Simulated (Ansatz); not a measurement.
# B₄C (space group Cm, No. 8; a cell from a computed database, its experimental status unchecked)

```
CELL_PARAMETERS angstrom
      4.37132    -2.78983     0.00000
      4.37132     2.78983     0.00000
     -2.41742     0.00000     4.40832
ATOMIC_POSITIONS crystal
  B  0.49175 0.49175 0.83835
  B  0.82386 0.50199 0.48397
  B  0.50199 0.82386 0.48397
  B  0.16909 0.49410 0.50545
  B  0.49410 0.16909 0.50545
  B  0.30707 0.30707 0.18085
  B  0.68959 0.68959 0.81192
  B  0.81184 0.30286 0.69506
  B  0.30286 0.81184 0.69506
  B  0.18250 0.69620 0.29880
  B  0.69620 0.18250 0.29880
  B  0.00040 0.00040 0.98788
  C  0.50332 0.50332 0.17565
  C  0.12562 0.12562 0.88132
  C  0.87849 0.87849 0.10357
```

Calculations: PBEsol/PAW in Ansatz (a first-principles code), scalar-relativistic without spin-orbit coupling. Settings: 6×6×6 k-points, 0.05 eV Fermi–Dirac smearing.

```yaml
volume_per_atom: 7.17 Å³
density: 2.56 g/cm³
band_gap: 2.82 eV, indirect, Y₂ → A
total_energy: -171.576 eV/atom (σ→0; compares only within this code and set-up)
```

Whether these cells are dynamically stable was not tested.
